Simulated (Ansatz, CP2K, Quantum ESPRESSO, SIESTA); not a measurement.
**Code comparison for BaTiO3 (Pm-3m, 5 atoms in the cell)**

Self-consistent single point.

```
BaTiO3
1.0
    4.00000     0.00000     0.00000
    0.00000     4.00000     0.00000
    0.00000     0.00000     4.00000
Ba Ti O
1 1 3
Direct
  0.00000   0.00000   0.00000
  0.50000   0.50000   0.50000
  0.50000   0.00000   0.50000
  0.00000   0.50000   0.50000
  0.50000   0.50000   0.00000
```

Shared settings, as Ansatz (a program for electronic structure) writes them: kpoints.mp_grid.grid = 7 7 7; scf.occupations.method = fermi_dirac; scf.occupations.width = 0.01 eV. Potentials and cutoffs stand in the table.

| code | model | pressure (GPa) | cutoff |
|---|---|---|---|
| SIESTA | GGA PBEsol, numerical atomic orbitals DZP, PseudoDojo PBEsol standard norm-conserving potentials (rewritten from UPF to PSML) | -1.64 | grid 400 Ry |
| Ansatz | PBEsol, default PAW files made with PBE | -4.47 | 420 eV |
| Quantum ESPRESSO | PBEsol, PseudoDojo standard norm-conserving (PBESOL) pseudopotentials | -4.28 | 85 Ry |
| CP2K | PBEsol, GPW, DZVP-MOLOPT-SR-GTH basis, GTH-PBE potentials (GTH_POTENTIALS) | -1.02 | grid 600 Ry |

On Ansatz's run: spin polarisation is off, so a magnetic state, if there is one, cannot be reached.

The spread over the programs that give each value: pressure within 3.45 GPa.

SIESTA and CP2K use small atom-centred bases, whose incompleteness enters pressures, forces and empty levels differently from a plane-wave cutoff. Ansatz's pressure is given at a fixed set of plane waves, as the other plane-wave codes print theirs; with its correction for the finite basis it is -3.89 GPa (the shift of 0.59 GPa shows how far the cutoff is from converged). In the pressure, SIESTA (by 2.74) and CP2K (by 3.36) lie more than 1 GPa from the median of the plane-wave programs.

This mesh misses zone-boundary points where a band edge of such crystals can lie, so no gaps are given.

The starting cell has typed, rounded lattice constants, without a prior relaxation at this level.

Left out of this page: ABINIT (with a known weakness of the program); GPAW, Elk and FLEUR (not drawn, or without a comparable value).

Keys are those of Ansatz 0.2.
